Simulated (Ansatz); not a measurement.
Consider SnO in the litharge type structure (space group P4/nmm, No. 129; a = 3.7927 Å, c = 4.7644 Å; layered, stacked along the Cartesian z axis). Axes: x, y, z lie along a, b, c of the conventional cell.

Level of theory: r2SCAN+rVV10/PAW in Ansatz (a program for electronic structure), no spin-orbit coupling, earlier PAW set.

For the base:

```
Property                         Value
-----------------------------  -------
Shortest interatomic distance  2.216 Å
```

One thing is altered: a pure shear with ε_yz = ε_zy = 0.0138; the atoms relax in the strained cell.

Problem. Predict the new energy relative to the base, shortest interatomic distance and largest internal atomic displacement.

Solution. The energy grows by 1.3 meV/atom; the shortest interatomic distance shrinks by 0.002 Å to 2.214 Å; the largest internal atomic displacement is 0.025 Å.

Whether these cells are dynamically stable was not tested. The final runs are not spin-polarised.
